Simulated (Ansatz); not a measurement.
PbCO3 (Pnma, No. 62), treated with PBEsol in Ansatz (plane waves, PAW).

Numerical settings: plane-wave cutoff 500 eV, 8×8×6 k mesh (along the axes of the cell as run), gaussian smearing 0.02 eV, scalar-relativistic PAW data made under PBE.

Cell (relaxed at this level):

```cif
data_C4O12Pb4
_chemical_formula_sum 'Pb4 C4 O12'
_space_group_name_H-M_alt 'P 1'
_space_group_IT_number 1
_cell_length_a 6.08683
_cell_length_b 5.15849
_cell_length_c 8.48652
_cell_angle_alpha 90.000
_cell_angle_beta 90.000
_cell_angle_gamma 90.000
loop_
_space_group_symop_operation_xyz
  'x, y, z'
loop_
_atom_site_label
_atom_site_type_symbol
_atom_site_fract_x
_atom_site_fract_y
_atom_site_fract_z
_atom_site_occupancy
Pb1 Pb 0.25367 0.25000 0.41702 1
Pb2 Pb 0.74633 0.75000 0.58298 1
Pb3 Pb 0.24633 0.75000 0.91702 1
Pb4 Pb 0.75367 0.25000 0.08298 1
C1 C 0.41225 0.25000 0.76039 1
C2 C 0.58775 0.75000 0.23961 1
C3 C 0.08775 0.75000 0.26039 1
C4 C 0.91225 0.25000 0.73961 1
O1 O 0.90991 0.03310 0.81598 1
O2 O 0.09009 0.96690 0.18402 1
O3 O 0.59009 0.96690 0.31598 1
O4 O 0.40991 0.03310 0.68402 1
O5 O 0.40991 0.46690 0.68402 1
O6 O 0.59009 0.53310 0.31598 1
O7 O 0.09009 0.53310 0.18402 1
O8 O 0.90991 0.46690 0.81598 1
O9 O 0.09675 0.75000 0.41258 1
O10 O 0.90325 0.25000 0.58742 1
O11 O 0.40325 0.25000 0.91258 1
O12 O 0.59675 0.75000 0.08742 1
```

**Question.** Estimate the band gap that the calculation returns.

**Answer.** 
band gap: 3.27 eV (on the SCF k mesh)

Note: the relaxation could not lower the start's symmetry, so the cell can be a saddle point above a distorted one.

Spin–orbit coupling is not included; with these elements it can move the gap by several tenths of an eV or more.

Computed values are for the static lattice.

Ansatz is an electronic-structure program.
